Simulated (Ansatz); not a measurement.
The starting structures come from a database of crystals and need not be the phases stable at ambient conditions.

The decay constant κ of evanescent states in the gap governs leakage through a thin film.

Given:

```xyz
20
Lattice="6.9092 0.0000 0.0000 -0.3430 9.6798 0.0000 0.0000 0.0000 7.5833" Properties=species:S:1:pos:R:3 pbc="T T T"
Ca    -0.0023     7.2908     4.6624
Ca     6.5684     2.3891     2.9209
Ca     2.9423     7.2290     0.8708
Ca     3.6239     2.4508     6.7125
P      6.2718     5.4562     0.8065
P      0.2943     4.2236     6.7768
P      3.5774     9.0635     4.5981
P      2.9888     0.6163     2.9852
Se     5.8017     7.3933     7.4957
Se     0.7644     2.2866     0.0876
Se     4.0475     7.1265     3.7041
Se     2.5186     2.5534     3.8792
Se     2.0442     5.3259     6.0602
Se     4.5219     4.3540     1.5231
Se     0.8958     9.1939     2.2685
Se     5.6703     0.4859     5.3147
Se     4.5363     0.6205     1.4428
Se     2.0298     9.0594     6.1405
Se     5.6559     4.2194     5.2344
Se     0.9102     5.4604     2.3488
```

Space group of this cell: P2_1/c. The cell is taken as given; by PBEsol its mean pressure is -1.1 GPa.

Transport runs along the normal of the first two printed cell vectors.

The gap is the functional's own, uncorrected, and κ follows it; spin-orbit coupling is left out. Mid-gap values are interpolated between the computed energies.

**Question.** State the band gap and the smallest decay constant κ at mid-gap according to Ansatz (an electronic-structure program) with PBEsol.

**Answer.** Gap 2.20 eV on a 6×4×4 mesh; κ = 0.269 1/Å, at the zone centre.
